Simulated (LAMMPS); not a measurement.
Consider Al (fcc) with 90 % of Al sites Co, 4000 atoms, at 1180 K and 0 GPa, heated as the crystal in molecular dynamics.

Level of theory: classical MD, pair style eam/alloy, file CoAl.eam.alloy, run in LAMMPS.

Q: Predict the coordination number of Co by Co, the enthalpy per atom, the most common Al-Co-Co angle.

A: coordination number of Co by Co: 10.8 (counted to 3.10 Å); enthalpy per atom: -4.1178 ± 0.0002 eV; most common Al-Co-Co angle: in the 3° bin centred on 58.5° (mean of all 97°).

Caution: the random arrangement on this lattice is imposed, and need not be a phase that exists in equilibrium. Caution: a run this short can hold a crystal over, or a liquid under, the potential's melting point.
